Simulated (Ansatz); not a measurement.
For Sb₂Se₃ (model structure, started from the A-La2O3 type, P-3m1, No. 164, 5 atoms in the cell), PBEsol in Ansatz (plane waves, PAW) gives:

* **equilibrium lattice constant a**: 4.003 Å
* **lattice parameter c**: 9.783 Å
* **bulk modulus**: 24.8 GPa
* **cohesive energy**: 3.30 eV/atom

### Question
What does r²SCAN in Ansatz (PAW) give for the same quantities?

### Answer

- lattice constant a: 4.044 Å (increases by 1.0 %)
- lattice parameter c: 10.128 Å (increases by 3.5 %)
- bulk modulus: 19.2 GPa (drops by 23 %)
- cohesive energy: 2.80 eV/atom (shrinks by 0.50 eV/atom)

Changes are worked out from the printed values.

Unless a cell is named, each level is at its own relaxed cell (PBEsol 27.16, r²SCAN 28.68 Å³/atom).

Levels without +SOC leave out spin–orbit coupling, which shifts energies and cells of such heavy elements.

Caveats: the bulk modulus is −V dP/dV from two relaxed cells at ±2 % in volume (PBEsol, r²SCAN). Ansatz's density-functional and Hartree–Fock values are scalar-relativistic unless marked +SOC, with PAW data made under PBE.

A model structure was made by putting elements into a prototype or built by hand; it is no filed structure, need not be a known phase, and can be a saddle point held by its symmetry.

Ansatz is a first-principles code.
